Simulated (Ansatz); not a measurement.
## PbO: energy against strain

PbO (litharge, P4/nmm, 20.318 Å³/atom at rest, c along z) under a strain ε along c (axis z), the other axes held. PBE-D3(BJ) in Ansatz, a plane-wave DFT program (PAW, default set), 420 eV, 8×8×7 Γ-centred mesh, Fermi-Dirac smearing 0.05 eV; ions are relaxed within the symmetry of each cell.

Here s stands for strain and y for E less E0.

```
strain (%)  E less E0 (meV/atom)
----------  --------------------
-1.20                       0.21
-0.60                       0.05
0.00                        0.00
0.60                        0.03
1.20                        0.17
3.00                           ?
```

**Question.** Fit y against s with a parabola, and predict the withheld value at s = 3.00.

**Answer.** Least squares gives y = -0.005 - 0.0167·s + 0.1349·s². Residuals (row less fit): 0.001, -0.004, 0.005, -0.004, 0.001; standard error 0.005 (degrees of freedom: 2). Twice the quadratic coefficient over the volume, 2 × 0.1349 meV × 10⁴ × 0.1602 / 20.318 Å³, is the elastic constant C33 = 21 ± 0.6 GPa. At the withheld row, y = -0.005 - 0.0167 × 3.0 + 0.1349 × 3.0² = 1.159 meV/atom. The calculation gives 1.07 meV/atom, 0.089 meV/atom below the prediction (8.3 % of the range of y in the table). The row lies outside the fitted rows, so this is an extrapolation. The fitted rows scatter only by rounding.

One order more, fitted to all 11 runs of the series, follows each within 0.01, so the miss is the next term of a smooth law. Rows are the converged runs of the series near zero and its far end; series whose fitted rows scatter by over a few per cent of the range, as at a crossing or softening among them, aren't shown in this form. Most that stay on the fit to the last digits aren't either.
